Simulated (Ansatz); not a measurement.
**alpha quartz: the defect As on the Si site (As_Si)**

Level of theory: PBE, PAW (plane waves to 420 eV; Ansatz, a first-principles code). A 2×2×2 supercell of 72 sites was used; the energies come from a 2×2×2 Γ-centred sampling of its zone. Site at the start: the Si site. Charged cells carry a point-charge image correction with potential alignment at far atoms. Dielectric constants: PBE linear response of the host. Host gap at this level: 5.68 eV. A cell of this size leaves errors of a few tenths of an eV. PBE underestimates the host's gap, which shifts levels and can delocalise carriers. Spin–orbit coupling is left out. Each state is the lowest found from its start.

Formation energies E_f are given with the Fermi level at the valence-band maximum. Chemical conditions: Si-rich (Δμ(Si) = 0.00 eV, Δμ(As) = -0.13 eV, bounded by SiAs2 (Pbam); only phases computed here count, gases as isolated molecules at 0 K). Reference phases: As: rhombohedral As, Si: silicon.

```
charge         moment (μB)  point group  largest move off a lattice site (Å)  image correction with alignment (eV)  E_f, Si-rich (eV)
------  ------------------  -----------  -----------------------------------  ------------------------------------  -----------------
+1      not spin-polarised           C2                                 0.14                                  0.52               4.10
0                      1.0           C1                                 0.63                                  0.00               6.92
−1      not spin-polarised           C1                                 1.07                                  0.26               9.91
```

Point groups are those of the whole cell at tolerances of 0.03 and 0.1 Å ("near" where only the looser one holds); none is given for unsettled states.

Transition levels above the valence-band maximum: ε(+1/0) = 2.83 eV; ε(0/−1) = 2.99 eV. On the lower envelope of the bound states, inside the gap: (+1/0) at 2.83 eV; (0/−1) at 2.99 eV.

Flagged in the runs: a host whose relaxation on this sampling wasn't shown to rest, a strain field that reaches the edge of the cell.

All states together cost about 90 core-minutes (a rough figure).
